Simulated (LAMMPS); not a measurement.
Simulation of Mo (bcc), 250 atoms, at 2170 K and 0 GPa, heated as the crystal.

Method: MD with a machine-learned potential, pair style snap, file Mo_Zuo_JPCA2020.snap, run in LAMMPS.

```
angle (°)  probability per degree, Mo-Mo-Mo
---------  --------------------------------
37.50                                0.0000
40.50                                0.0001
43.50                                0.0007
46.50                                0.0043
49.50                                0.0129
52.50                                0.0214
55.50                                0.0222
58.50                                0.0160
61.50                                0.0100
64.50                                0.0082
67.50                                0.0092
70.50                                0.0100
73.50                                0.0081
76.50                                0.0053
79.50                                0.0037
82.50                                0.0047
85.50                                0.0076
88.50                                0.0098
91.50                                0.0096
94.50                                0.0071
97.50                                0.0050
100.5                                0.0048
103.5                                0.0062
106.5                                0.0080
109.5                                0.0091
112.5                                0.0094
115.5                                0.0105
118.5                                0.0129
121.5                                0.0159
124.5                                0.0169
127.5                                0.0152
130.5                                0.0112
133.5                                0.0065
136.5                                0.0032
139.5                                0.0013
142.5                                0.0005
145.5                                0.0001
148.5                                0.0000
151.5                                0.0000
154.5                                0.0001
157.5                                0.0002
160.5                                0.0006
163.5                                0.0016
166.5                                0.0031
169.5                                0.0051
172.5                                0.0066
175.5                                0.0059
178.5                                0.0024
```

Read from the full data:
- state found: crystal; no diffusion seen in 9.0 ps
- most common Mo-Mo-Mo angle: in the 3° bin centred on 55.5° (mean of all 96°)
